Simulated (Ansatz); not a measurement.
## A computed series for SrTiO3: pressure series

Start from SrTiO3 in the cubic perovskite structure (space group Pm-3m, No. 221; a = 3.936 Å).

Cell and atoms are relaxed at each pressure.

All numbers come from Ansatz (a first-principles code) PBE, scalar-relativistic without spin-orbit coupling, earlier PAW set.

```json
[
 {"pressure (GPa)": "-2", "band gap (eV)": "1.82"},
 {"pressure (GPa)": "-1", "band gap (eV)": "1.83"},
 {"pressure (GPa)": "0", "band gap (eV)": "1.85"},
 {"pressure (GPa)": "0.3", "band gap (eV)": "1.85"},
 {"pressure (GPa)": "0.7", "band gap (eV)": "1.85"},
 {"pressure (GPa)": "1.5", "band gap (eV)": "1.86"},
 {"pressure (GPa)": "5", "band gap (eV)": "?"},
 {"pressure (GPa)": "10", "band gap (eV)": "1.95"}
]
```

Problem. Fit E_g = E₀ + αP + βP² to the rows shown and predict the withheld row.

Solution. Least squares on the printed values gives E₀ = 1.84 eV, α = 11.8 meV/GPa, β = -0.13 meV/GPa² (largest residual 0.01 eV); this predicts 1.90 eV, and the run gives 1.90 eV, in agreement.

Load acts through the strain it causes; cell and atoms are relaxed under it. No phonon test of stability was made. Competing high-pressure phases were not computed. The final runs are not spin-polarised. Many cubic perovskites are stable only at high temperature; tilts and polar distortions were not tested.
